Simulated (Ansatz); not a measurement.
Base system: Li (space group R-3m, No. 166).

```
CELL_PARAMETERS angstrom
      1.53076     0.88379     7.47032
     -1.53076     0.88379     7.47032
      0.00000    -1.76757     7.47032
ATOMIC_POSITIONS crystal
  Li 0.77776 0.77776 0.77776
  Li 0.22224 0.22224 0.22224
  Li 0.00000 0.00000 0.00000
```

Level of theory: DFT with PBEsol, PAW potentials and a 420 eV plane-wave cutoff in Ansatz (a quantum-chemistry and plane-wave program), without spin-orbit coupling.

Base values:

Volume per atom: 20.21 Å³

It is then changed as follows: Cs takes the place of Li on all its sites, then cell and atoms are relaxed.

Tabulated Pauling electronegativity and covalent radius: Li 0.98, 1.28 Å; Cs 0.79, 2.44 Å.

Predict the new volume per atom.

The volume per atom rises by 89.155 Å³ to 109.37 Å³.

Whether these cells are dynamically stable was not tested. As relaxed here, Cs is a hypothetical phase, not in the database extracts checked. The final runs are not spin-polarised. This is not the structure that Li has at room temperature and ambient pressure.
